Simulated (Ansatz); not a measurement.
Density of states of monolayer ZrS$_{2}$ below the valence band maximum, PBE, rigid bands (Ansatz, a program for electronic structure); cell area 11.76 Å².

```csv
energy from edge (eV),10⁻³ states/eV/cell
0.006,311
0.031,321
0.056,325
0.081,342
0.106,347
0.131,353
0.156,382
0.181,380
0.206,394
0.231,381
0.256,400
0.281,437
0.319,464
0.344,6030
0.369,4360
0.394,3370
0.419,3070
0.444,1960
0.469,2040
0.494,2460
0.519,2380
0.544,2420
0.569,1770
0.594,2040
```

**Question.** What effective density of states at 300 K does this give (∫ g(E) exp(−E/k_BT) dE, both spins, divided by the cell's size)?

**Answer.** 7.3e12 cm⁻².

Spin-orbit coupling is left out; where it splits the top of the valence band, N_v and the p-type Seebeck coefficient come out somewhat high without it. Geometry: cell and atoms relaxed with PBE.

Model free-standing layer, not matched to a measured one here: monolayer ZrS2.
